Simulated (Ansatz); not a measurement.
Subject: the formation energy of GaP (zinc blende, F-43m) from the elements. Reaction: P (black phosphorus) + Ga (Cmce) → GaP (zinc blende). The sign is products less reactants. The value is per atom of the solid.

GaP (zinc blende, F-43m), 2 atoms in the cell, k-point mesh 10×10×10 on the run's own vectors.
```
GaP
1.0
    0.00000     2.72293     2.72293
    2.72293     0.00000     2.72293
    2.72293     2.72293     0.00000
Ga P
1 1
Cartesian
  0.00000   0.00000   0.00000
  4.08440   4.08440   4.08440
```

P (black phosphorus, Cmce), 4 atoms in the cell, k-point mesh 10×8×10 on the run's own vectors. Conventional cell: a = 3.3227 Å, b = 10.1944 Å, c = 4.1607 Å, α = β = γ = 90.00°.

Ga (Cmce), 4 atoms in the cell, k-point mesh 16×16×14 on the run's own vectors. Conventional cell: a = 4.5119 Å, b = 7.6295 Å, c = 4.5072 Å, α = β = γ = 90.00°.

Plane-wave PAW calculations with Ansatz (a first-principles code), its default PAW set, cutoff 420 eV, 500 eV for r2SCAN. The structures are at rest with PBE+D3(BJ); other levels are single points on them. HSE06 runs on coarser k-point meshes, mended by the PBE difference between the two meshes. Some cells are metallic or hold partly filled levels, where a hybrid on a coarse mesh is less sure. Neutral cells; Fermi-Dirac smearing of at most 0.10 eV in the solids, energies taken to zero width. The lattices are those relaxed with PBE+D3(BJ), so at other levels the solids can be strained, which adds to the spread. A dispersion term (D3(BJ), or D4 for r2SCAN) was computed beside these levels and is taken off wherever the name lacks it. No zero-point or thermal terms.

Problem. Predict the value from PBE.

Solution. -0.45 eV/atom, for P (black phosphorus) + Ga (Cmce) → GaP (zinc blende).

Problem. List the value at the remaining levels and say how far they part.

Solution. 
| Functional | value (eV/atom) | less PBE |
|---|---|---|
| r2SCAN | -0.55 | -0.10 |
| r2SCAN+D4 | -0.54 | -0.09 |
| HSE06 | -0.54 | -0.09 |

The levels span 0.10 eV/atom, from r2SCAN (-0.55) to PBE (-0.45).
